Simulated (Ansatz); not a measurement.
## KCrF$_{3}$ (space group I4/mcm, No. 140; ferromagnetic)

```xyz
10
Lattice="-2.9147 2.9147 4.1217 2.9147 -2.9147 4.1217 2.9147 2.9147 -4.1217" Properties=species:S:1:pos:R:3 pbc="T T T"
K      2.9147     0.0000     2.0609
K      0.0000     2.9147     2.0609
Cr     0.0000     0.0000     4.1217
Cr     0.0000     0.0000     0.0000
F      1.4584    -1.4563     4.1217
F      1.4563     4.3710     0.0000
F      1.4584     1.4563     0.0000
F      1.4563     1.4584     4.1217
F      0.0000     0.0000     2.0609
F      0.0000     0.0000     6.1826
```

Computed with PBEsol/PAW in Ansatz (a quantum-chemistry and plane-wave program), spin-orbit coupling left out. k-mesh 11×11×11 (Γ-centred); smearing 0.05 eV (Fermi–Dirac).

Volume per atom: 14.01 Å³
Density: 3.51 g/cm³
Band gap: zero
Magnetic state: ferromagnetic
Total energy: -1454.073 eV/atom (σ→0; compares only within this code and set-up)

Whether these cells are dynamically stable was not tested. No Hubbard U is applied and the magnetic state is the run's own (KCrF3 ferromagnetic); other magnetic orders, which need larger cells, were not tried and can change the gap. The base started in Ibam and relaxed to I4/mcm at this level.
